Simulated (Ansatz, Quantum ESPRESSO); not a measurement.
Ta4N3 (I4/mmm, 7 atoms in the cell) computed with different codes at matched settings

Self-consistent single point.

```
Ta4N3
1.0
   -2.16794     2.16794     4.24165
    2.16794    -2.16794     4.24165
    2.16794     2.16794    -4.24165
Ta N
4 3
Cartesian
  2.16794   0.00000   0.00000
  0.00000   2.16794   0.00000
  0.00000   0.00000   2.23806
  0.00000   0.00000   6.24523
  0.00000   2.16794   2.12082
  2.16794   0.00000   2.12082
  0.00000   0.00000   0.00000
```

Shared settings, as Ansatz (an electronic-structure program) writes them: kpoints.mp_grid.grid = 7 7 7; scf.occupations.method = gaussian; scf.occupations.width = 0.1 eV. Potentials and cutoffs stand in the table.

| code | model | pressure (GPa) | largest force (eV/Å) | cutoff |
|---|---|---|---|---|
| Quantum ESPRESSO | PBEsol+U, GBRV 1.5 ultrasoft (PBESOL) pseudopotentials | 11.71 | 1.438 | 40 Ry |
| Ansatz | PBEsol+U, PAW files made with PBE | 12.37 | 1.519 | 420 eV |

Hubbard term: ortho-atomic; U Ta-5d 6 eV.

On Ansatz's run: spin-orbit coupling is off. Spin polarisation is off; with an odd number of electrons in the cell that forces a metal, and a magnetic state may lie lower. The U value is a test value, and with U on an open shell several self-consistent states can exist.

The spread over the programs that give each value: pressure within 0.66 GPa; largest force within 0.081 eV/Å.

Ansatz's pressure is given at a fixed set of plane waves, as the other plane-wave codes print theirs; with its correction for the finite basis it is 12.61 GPa (the shift of 0.24 GPa shows how far the cutoff is from converged). The same U acts on different projectors in each program, which moves gaps, moments and pressures.

The starting cell comes from a database of computed structures (which also holds hypothetical and non-ambient phases and stackings), without a prior relaxation at this level. Its lattice was rescaled by a random factor within 2.5 % of one.

Keys are those of Ansatz 0.2.
